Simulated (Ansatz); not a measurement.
Cubic perovskite SrVO3 was calculated with PBEsol (Ansatz, an electronic-structure program, PAW).

Settings: plane-wave cutoff 520 eV, 14×14×14 k mesh, Fermi–Dirac smearing 0.05 eV, no spin polarisation, scalar-relativistic PAW data made under PBE.

Cell (relaxed at this level):

```cif
data_O3SrV
_chemical_formula_sum 'Sr1 V1 O3'
_space_group_name_H-M_alt 'Pm-3m'
_space_group_IT_number 221
_space_group_name_Hall '-P 4 2 3'
_cell_length_a 3.80967
_cell_length_b 3.80967
_cell_length_c 3.80967
_cell_angle_alpha 90.000
_cell_angle_beta 90.000
_cell_angle_gamma 90.000
loop_
_atom_site_label
_atom_site_type_symbol
_atom_site_symmetry_multiplicity
_atom_site_Wyckoff_symbol
_atom_site_fract_x
_atom_site_fract_y
_atom_site_fract_z
_atom_site_occupancy
Sr1 Sr 1 a 0.00000 0.00000 0.00000 1
V1 V 1 b 0.50000 0.50000 0.50000 1
O1 O 3 c 0.00000 0.50000 0.50000 1
```

**Question.** Predict the bulk modulus and pressure derivative B′ of the bulk modulus.

**Answer.** 
bulk modulus: 200 GPa
pressure derivative B′ of the bulk modulus: 4.4

The run finds no gap.

Computed values are for the static lattice.

It cost roughly 2.5 core-minutes of CPU time.
